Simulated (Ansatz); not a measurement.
```xyz
5
Lattice="2.1659 1.2143 10.4614 -2.2286 1.3229 10.4614 0.0627 -2.5372 10.4614" Properties=species:S:1:pos:R:3 pbc="T T T"
Bi    -0.0382     0.0014    12.5001
Bi     0.0382    -0.0014    18.8841
Te     0.0000     0.0000     0.0000
Te     0.0696    -0.0005     6.7120
Te    -0.0696     0.0005    24.6723
```

No spin polarisation.

Calculations: Ansatz (a program for electronic structure), r2SCAN+rVV10, PAW, cutoff 500 eV, no SOC. Settings: 9×9×9 k-points, 0.05 eV Fermi–Dirac smearing.

### Question
Estimate the band gap.

### Answer
0.51 eV.

### Question
What valence-band top at Γ (three highest levels, from the VBM) does the calculation give?

### Answer
0.00, -0.77, -1.02 eV.

With Bi and Te present, leaving out spin-orbit coupling can change the band edges. The cells carry an imposed strain or load. Whether these cells are dynamically stable was not tested. The cell was made from Bi2Te3 in the Bi2Te3 type structure (space group R-3m, No. 166) by this change: tensor shear ε_xy = −2.47 %.
